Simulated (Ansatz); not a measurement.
The parent structure is BP (space group P6_422, No. 181; a hypothetical phase, not in the database extracts checked).

```xyz
6
Lattice="3.2789 0.0000 0.0000 -1.6394 2.8396 0.0000 0.0000 0.0000 6.9954" Properties=species:S:1:pos:R:3 pbc="T T T"
B     -0.8197     1.4198     2.3318
B      0.8197     1.4198     4.6636
B      1.6394     0.0000     0.0000
P     -0.8197     1.4198     5.8295
P      0.8197     1.4198     1.1659
P      1.6394     0.0000     3.4977
```

Calculations: PBE/PAW in Ansatz (an electronic-structure program), no SOC.

For the base:

| Quantity | Value |
|---|---|
| Pressure | 0.0 GPa |
| Valley order | M (1/2, 0, 0) 0.04 eV; K (1/3, 1/3, 0) 1.39 eV |

The change: every lattice vector is stretched by 0.51 %, atoms relaxed at fixed cell.

### Question
What does the calculation give for the pressure after the change?

### Answer
The pressure (mean of the normal stresses, compression positive) goes from zero to -2.5 GPa.

### Question
What does the calculation give for the valence-band top at Γ after the change?

### Answer
The valence-band top at Γ (three highest levels, from the VBM) is 0.00, -0.93, -1.25 eV.

### Question
What happens to the valley order?

### Answer
The valley order (the lowest conduction-band minima on the path, energy above the VBM, named in the base's zone) becomes M (1/2, 0, 0) 0.09 eV; K (1/3, 1/3, 0) 1.34 eV (base: M (1/2, 0, 0) 0.04 eV; K (1/3, 1/3, 0) 1.39 eV).

### Question
What does the calculation give for the energy relative to the base after the change?

### Answer
The energy goes up by 1.3 meV/atom.

The levels and masses belong to the bands next to the band gap. The cells carry an imposed strain or load. Whether these cells are dynamically stable was not tested. The base started in P3_121 and relaxed to P6_422 at this level. The final runs are not spin-polarised. Gaps under 0.05 eV, about the width of the smearing, are given as zero.
